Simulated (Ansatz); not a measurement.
ZrSe2 (model structure, started from the 3R-MoS2 type, R3m, No. 160, 3 atoms in the cell): volume per atom by level of theory

No measured value is used here.

```
level (code)         value (Å³/atom)
-------------------  ---------------
PBE (Ansatz)                   28.61
PBEsol (Ansatz)                    ?
PBE-D3(BJ) (Ansatz)            24.26
```

Complete the blanks.


- PBEsol (Ansatz, a first-principles code), value (Å³/atom): 24.56

Ansatz's density-functional and Hartree–Fock values are scalar-relativistic unless marked +SOC, with PAW data made under PBE.

A model structure was made by putting elements into a prototype or built by hand; it is no filed structure, need not be a known phase, and can be a saddle point held by its symmetry.
